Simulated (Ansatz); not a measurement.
System: TiAl3 (I4/mmm, No. 139). Method: PBEsol (Ansatz, a first-principles code, plane waves, PAW).

Numerical settings: plane-wave cutoff 520 eV, 20×20×20 k mesh, Fermi–Dirac smearing 0.05 eV, no spin polarisation, scalar-relativistic PAW data made under PBE.

Properties against volume:

Shape and atoms are relaxed at each volume.

```json
[
 {"V (Å³/atom)": "14.944", "P (GPa)": "4.94", "c (Å)": "8.430", "a (Å)": "3.766"},
 {"V (Å³/atom)": "15.256", "P (GPa)": "2.34", "c (Å)": "8.491", "a (Å)": "3.791"},
 {"V (Å³/atom)": "15.567", "P (GPa)": "0.00", "c (Å)": "8.551", "a (Å)": "3.816"},
 {"V (Å³/atom)": "15.878", "P (GPa)": "-2.12", "c (Å)": "8.612", "a (Å)": "3.841"},
 {"V (Å³/atom)": "16.190", "P (GPa)": "-4.04", "c (Å)": "8.671", "a (Å)": "3.865"}
]
```

Note: the bulk modulus comes from volumes at which shape and atoms were relaxed.
